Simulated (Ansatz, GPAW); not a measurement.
An Ansatz (a first-principles code) input for a self-consistent single point of NbN (Fm-3m, 2 atoms in the cell) (DFT, PBE, plane waves, default PAW files):

Ansatz 0.2 input:
```yaml
crystal:
  lattice:
    - [0.000000, 2.195000, 2.195000]
    - [2.195000, 0.000000, 2.195000]
    - [2.195000, 2.195000, 0.000000]
  atoms:
    - { symbol: Nb, position_ang: [0.000000, 0.000000, 0.000000] }
    - { symbol: N, position_ang: [2.195000, 2.195000, 2.195000] }
kpoints:
  mp_grid: { grid: [17, 17, 17] }
hamiltonian:
  xc: pbe
  pseudopotentials: { kind: paw }
scf:
  occupations: { method: gaussian, width: 0.136 }
output:
  forces: true
  eigenvalues: true
  stress: true
```

### Question
Give the GPAW input for the same structure, mesh, smearing and functional.

### Answer
This is the input that was run; spellings and numerical settings could be chosen otherwise.

```python
from ase import Atoms
from ase.units import GPa
from gpaw import GPAW, PW

atoms = Atoms(['Nb', 'N'],
              cell=[[0.000000, 2.195000, 2.195000],
                    [2.195000, 0.000000, 2.195000],
                    [2.195000, 2.195000, 0.000000]],
              scaled_positions=[[0.000000, 0.000000, 0.000000],
                                [0.500000, 0.500000, 0.500000]],
              pbc=True)

calc = GPAW(mode=PW(900),
            xc='PBE',
            kpts=(17, 17, 17),
            occupations={'name': 'methfessel-paxton', 'width': 0.136, 'order': 0},
            nbands=-8,
            convergence={'density': 1e-05},
            symmetry={'symmorphic': False, 'tolerance': 0.0005},
            maxiter=150,
            txt='-')

atoms.calc = calc

energy = atoms.get_potential_energy()
print('Energy (eV):', round(energy, 6))
forces = atoms.get_forces()
print('Forces (eV/Ang):')
print(forces.round(5))
stress = atoms.get_stress()
print('Stress (GPa, Voigt):', (stress / GPa).round(4))
```

Basis settings and potentials, where a program has them, do not carry over. This input uses DFT PBE, plane waves, GPAW PAW datasets PBE (gpaw-data 1.0.1).

The starting cell has typed, rounded lattice constants, without a prior relaxation at this level.
